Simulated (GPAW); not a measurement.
## Worked example: self-consistent single point of MgGeAs2 (I-42d, 8 atoms in the cell) in GPAW

Computed with LDA (Perdew-Wang 92), GPAW PAW datasets LDA (gpaw-data 1.0.1) (plane waves; GPAW 25.7.0).

The input file:

```python
from ase import Atoms
from ase.units import GPa
from gpaw import GPAW, PW, FermiDirac

atoms = Atoms(['Mg', 'Mg', 'Ge', 'Ge', 'As', 'As', 'As', 'As'],
              cell=[[-2.979500, 2.979500, 5.553230],
                    [2.979500, -2.979500, 5.553230],
                    [2.979500, 2.979500, -5.553230]],
              scaled_positions=[[0.750000, 0.250000, 0.500000],
                                [0.000000, 0.000000, 0.000000],
                                [0.500000, 0.500000, 0.000000],
                                [0.250000, 0.750000, 0.500000],
                                [0.875000, 0.399900, 0.024900],
                                [0.600100, 0.625000, 0.475100],
                                [0.375000, 0.850100, 0.975100],
                                [0.149900, 0.125000, 0.524900]],
              pbc=True)

calc = GPAW(mode=PW(800),
            xc='LDA',
            kpts=(3, 3, 3),
            occupations=FermiDirac(0.05),
            nbands=-8,
            convergence={'forces': 0.001, 'bands': -6},
            symmetry={'symmorphic': False, 'tolerance': 0.0005},
            maxiter=150)

atoms.calc = calc

energy = atoms.get_potential_energy()
print('Energy (eV):', round(energy, 6))
forces = atoms.get_forces()
print('Forces (eV/Ang):')
print(forces.round(5))
stress = atoms.get_stress()
print('Stress (GPa, Voigt):', (stress / GPa).round(4))
```

Output, abridged:

```
Input parameters:
  convergence: {bands: -6,
                forces: 0.001}
  kpts: [3 3 3]
  maxiter: 150
  mode: {ecut: 800.0,
         name: pw}
  nbands: -8
  occupations: {fixmagmom: False,
                name: fermi-dirac,
                width: 0.05}
  symmetry: {symmorphic: False,
             tolerance: 0.0005}

species:
  Mg:
    name: Magnesium
    Z: 12.0
    valence: 10
    core: 2
    charge: 0.0
    file: Mg.LDA.gz

    # Using partial waves for Mg as LCAO basis

  Ge:
    name: Germanium
    Z: 32.0
    valence: 4
    core: 28
    charge: 0.0
    file: Ge.LDA.gz

    # Using partial waves for Ge as LCAO basis

  As:
    name: Arsenic
    Z: 33.0
    valence: 5
    core: 28
    charge: 0.0
    file: As.LDA.gz

    # Using partial waves for As as LCAO basis

Reference energy: -370569.726757  # eV

Spin-paired calculation

Convergence criteria:
 Maximum [total energy] change in last 3 cyles: 0.0005 eV / valence electron
 Maximum integral of absolute [dens]ity change: 0.0001 electrons / valence electron
 Maximum integral of absolute [eigenst]ate change: 4e-08 eV^2 / valence electron
 Maximum change in the atomic [forces] across last 2 cycles: 0.001 eV/Ang OR
Maximum error relative to the maximum force is below inf
 Maximum number of scf [iter]ations: 150

Symmetries present (total): 8
Symmetries with fractional translations: 4
27 k-points: 3 x 3 x 3 Monkhorst-Pack grid
6 k-points in the irreducible part of the Brillouin zone
       k-points in crystal coordinates                weights
   0:     0.00000000    0.00000000    0.00000000          1/27
   1:     0.33333333   -0.33333333    0.00000000          4/27
   2:     0.33333333   -0.33333333    0.33333333          4/27
   3:     0.33333333    0.00000000    0.00000000          8/27
   4:     0.33333333    0.33333333   -0.33333333          2/27
   5:     0.33333333    0.33333333    0.33333333          8/27

Wave functions: Plane wave expansion
  Cutoff energy: 800.000 eV
  Number of coefficients (min, max): 10101, 10150
  Pulay-stress correction: 0.000000 eV/Ang^3 (de/decut=0.000000)

Occupation numbers: Fermi-Dirac:
  width: 0.0500  # eV

Eigensolver

Densities:
  Coarse grid: 48*48*48 grid
  Fine grid: 96*96*96 grid
  Total Charge: 0.000000

Density mixing:
  Method: separate
  Backend: pulay
  Linear mixing parameter: 0.05
  old densities: 5
  Damping of long wavelength oscillations: 50

Hamiltonian:
  XC and Coulomb potentials evaluated on a 96*96*96 grid
  External potential:
    NoExternalPotential

Number of atoms: 8
Number of atomic orbitals: 40
Number of bands in calculation: 32
Number of valence electrons: 48
Bands to converge: 26

Density initialized from atomic densities
  32 bands from LCAO basis set

Atomic positions and initial magnetic moments

Positions:
   0 Mg     0.000000    2.979500    2.776615    ( 0.0000,  0.0000,  0.0000)
   1 Mg     0.000000    0.000000    0.000000    ( 0.0000,  0.0000,  0.0000)
   2 Ge     0.000000    0.000000    5.553230    ( 0.0000,  0.0000,  0.0000)
   3 Ge     2.979500    0.000000    2.776615    ( 0.0000,  0.0000,  0.0000)
   4 As    -1.341371    1.489750    6.941537    ( 0.0000,  0.0000,  0.0000)
   5 As     1.489750    1.341371    4.164922    ( 0.0000,  0.0000,  0.0000)
   6 As     4.320871    1.489750    1.388308    ( 0.0000,  0.0000,  0.0000)
   7 As     1.489750    1.638129   -1.388308    ( 0.0000,  0.0000,  0.0000)

Unit cell:
           periodic     x           y           z      points  spacing
  1. axis:    yes   -2.979500    2.979500    5.553230    48     0.1094
  2. axis:    yes    2.979500   -2.979500    5.553230    48     0.1094
  3. axis:    yes    2.979500    2.979500   -5.553230    48     0.0878

  Lengths:   6.970883   6.970883   6.970883
  Angles:  129.392027 129.392027  74.380599

Effective grid spacing dv^(1/3) = 0.1213

     iter     time        total  log10-change:
                         energy   eigst   dens  force
iter:   1 --:--:--   -38.416082   +0.11
iter:   2 --:--:--   -38.323652   -0.72  -1.02
iter:   3 --:--:--   -37.708317   -0.85  -1.04
iter:   4 --:--:--   -37.707815   -1.64  -1.46
iter:   5 --:--:--   -37.698134c  -2.05  -1.53
iter:   6 --:--:--   -37.688664c  -2.32  -1.87
iter:   7 --:--:--   -37.668845   -3.44  -1.96
iter:   8 --:--:--   -37.663413   -3.62  -2.22
iter:   9 --:--:--   -37.664566c  -4.38  -2.65
iter:  10 --:--:--   -37.662623c  -4.08  -2.49
iter:  11 --:--:--   -37.662635c  -4.95  -3.60
iter:  12 --:--:--   -37.662630c  -6.07  -3.61
iter:  13 --:--:--   -37.662631c  -6.19  -3.65
iter:  14 --:--:--   -37.662628c  -6.73  -3.72
iter:  15 --:--:--   -37.662628c  -6.92  -4.04c
iter:  16 --:--:--   -37.662628c  -7.03  -4.14c
iter:  17 --:--:--   -37.662627c  -7.92c -4.33c
iter:  18 --:--:--   -37.662627c  -8.46c -4.48c -3.37c

Converged after 18 iterations.

Dipole moment: (-1.613277, 1.613277, -0.000000) |e|*Ang

Energy contributions relative to reference atoms: (reference = -370569.726757)

Kinetic:        +64.284841
Potential:      -58.329010
External:        +0.000000
XC:             -43.447517
Entropy (-ST):   -0.000151
Local:           -0.170865
SIC:             +0.000000
--------------------------
Free energy:    -37.662703
Extrapolated:   -37.662627

Showing only first 2 kpts
 Kpt  Band  Eigenvalues  Occupancy
  0    22      3.59363    1.99991
  0    23      3.80363    1.99427
  0    24      4.38728    0.00591
  0    25      5.02163    0.00000

  1    22      2.90103    2.00000
  1    23      3.32813    2.00000
  1    24      5.38029    0.00000
  1    25      5.42834    0.00000

Fermi level: 4.09624

Gap: 0.584 eV
Transition (v -> c):
  (s=0, k=0, n=23, [0.00, 0.00, 0.00]) -> (s=0, k=0, n=24, [0.00, 0.00, 0.00])
No difference between direct/indirect transitions
Energy (eV): -37.662627

Forces in eV/Ang:
  0 Mg    0.00000    0.00000    0.00000
  1 Mg    0.00000    0.00000    0.00000
  2 Ge    0.00000    0.00000    0.00000
  3 Ge    0.00000    0.00000    0.00000
  4 As   -0.00015    0.00000    0.00000
  5 As    0.00000    0.00015    0.00000
  6 As    0.00015    0.00000    0.00000
  7 As   -0.00000   -0.00015    0.00000

Stress tensor:
     0.009925     0.000000    -0.000000
     0.000000     0.009925     0.000000
    -0.000000     0.000000     0.010602
Stress (GPa, Voigt): [ 1.5901  1.5901  1.6987  0.     -0.      0.    ]
```

The run converged in 18 iterations. GPAW prints stress with tension positive.

The starting cell comes from a database of computed structures (which also holds hypothetical and non-ambient phases and stackings), without a prior relaxation at this level.

Cost on one core of a shared machine: roughly 80 s.
